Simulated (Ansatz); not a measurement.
# A computed series for Cu3N: response to strain

Take Cu3N (space group Pm-3m, No. 221; a = 3.721 Å) as the base. Axes: x, y, z lie along the cube axes.

Strains are applied to the cell and any free atomic positions relax; under biaxial strain the out-of-plane vector relaxes too.

Method: LDA, PAW, 420 eV (Ansatz, a quantum-chemistry and plane-wave program; no spin-orbit coupling).

Notes on the quantities. energy relative to the base: free energy F; pressure: mean of the normal stresses, compression positive.

```tsv
change	energy relative to the base	pressure	volume per atom
base	0 meV/atom	0.0 GPa	12.88 Å³
biaxial strain +0.60 %, plane normal [001], relaxed out of plane	+1.0 meV/atom	-1.4 GPa	13.00 Å³
biaxial strain +1.20 %, plane normal [001], relaxed out of plane	+3.9 meV/atom	-2.6 GPa	13.12 Å³
biaxial strain +1.80 %, plane normal [001], relaxed out of plane	+8.6 meV/atom	-3.8 GPa	13.25 Å³
```

No phonon test of stability was made. All final runs are without spin polarisation.
